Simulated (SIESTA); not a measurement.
Input and output of a self-consistent single point for Mg (P6_3/mmc, 2 atoms in the cell) (SIESTA).

Level of theory: GGA PBE, numerical atomic orbitals SZP, PseudoDojo PBE standard norm-conserving potentials (rewritten from UPF to PSML) (SIESTA).

```yaml
crystal:
  lattice:
    - [3.20977, 0.00000, 0.00000]
    - [-1.60488, 2.77974, 0.00000]
    - [0.00000, 0.00000, 5.20238]
  atoms:
    - { symbol: Mg, position: [0.33333, 0.66667, 0.25000] }
    - { symbol: Mg, position: [0.66667, 0.33333, 0.75000] }
```

Reference input (self-consistent single point, DFT, GGA PBE, numerical atomic orbitals TZP, PseudoDojo PBE standard norm-conserving potentials (rewritten from UPF to PSML)): XC.functional = GGA; XC.authors = PBE; potentials = PseudoDojo PBE standard; PAO.BasisSize = TZP; PAO.EnergyShift = 0.005 Ry; MeshCutoff = 300 Ry; kgrid.MonkhorstPack = 12 12 7; OccupationFunction = FD; ElectronicTemperature = 100 meV; MaxSCFIterations = 150; SCF.Mixer.Method = Pulay; SCF.Mixer.Weight = 0.2. This run's input differs from it in these lines:

```diff
@@ -23,3 +23,3 @@
 XC.authors                   PBE
-PAO.BasisSize                TZP
+PAO.BasisSize                SZP
 PAO.EnergyShift              0.005 Ry
```

Output, abridged:

```
        iscf     Eharris(eV)        E_KS(eV)     FreeEng(eV)     dDmax    Ef(eV) dHmax(eV)
   scf:    1    -3225.669291    -3231.143905    -3231.164191  1.576306 -3.120892  2.651265
   scf:    2    -3231.167030    -3231.155548    -3231.176249  0.010174 -3.147571  2.061974
   scf:    3    -3231.186406    -3231.171894    -3231.194061  0.038013 -3.239439  0.007882
   scf:    4    -3231.171906    -3231.171900    -3231.194060  0.000334 -3.243124  0.022150
   scf:    5    -3231.171946    -3231.171923    -3231.194062  0.000546 -3.242632  0.000041
   scf:    6    -3231.171923    -3231.171923    -3231.194062  0.000001 -3.242631  0.000012
SCF Convergence by DM+H criterion
max |DM_out - DM_in|         :     0.0000013240
max |H_out - H_in|      (eV) :     0.0000119480
SCF cycle converged after 6 iterations

Using DM_out to compute the final energy and forces

siesta: E_KS(eV) =            -3231.1719

siesta: E_KS - E_eggbox =     -3231.1719

siesta: Atomic forces (eV/Ang):
     1   -0.000076    0.000044    0.000000
     2    0.000076   -0.000044    0.000000
   Tot    0.000000    0.000000    0.000000
   Max    0.000076
   Res    0.000051    sqrt( Sum f_i^2 / 3N )
   Max    0.000076    constrained

Stress tensor Voigt[x,y,z,yz,xz,xy] (kbar):      -28.12      -27.22      -19.60        0.00       -0.00        0.78
(Free)E + p*V (eV/cell)    -3230.4704
Target enthalpy (eV/cell)    -3231.1941

siesta: Program's energy decomposition (eV):
siesta: FreeEng =     -3231.194062

   [... lines left out ...]
siesta: Cell volume =         46.417287 Ang**3
siesta:          24.97976361         24.97789040  kBar
   [... lines left out ...]
Species: Mg
Atom  Qatom  Qorb
               2s      3s      2py     2pz     2px     3py     3pz     3px

   1 10.000   2.010   0.779   2.013   2.013   2.013   0.395   0.384   0.395

   2 10.000   2.010   0.779   2.013   2.013   2.013   0.395   0.384   0.395

mulliken: Qtot =       20.000

Mulliken Atomic Populations:
Atom #   charge [q] valence [e]  Species
     1     0.000000   10.000000  Mg
     2    -0.000000   10.000000  Mg
 Total     0.000000
```

The run converged in 6 iterations. Against the reference run the pressure goes from 1.57 to 2.50 GPa.

The starting cell comes from a database of computed structures (which also holds hypothetical and non-ambient phases and stackings), without a prior relaxation at this level. Its lattice was rescaled by a random factor within 2.5 % of one. Values carry the incompleteness of an atom-centred basis.
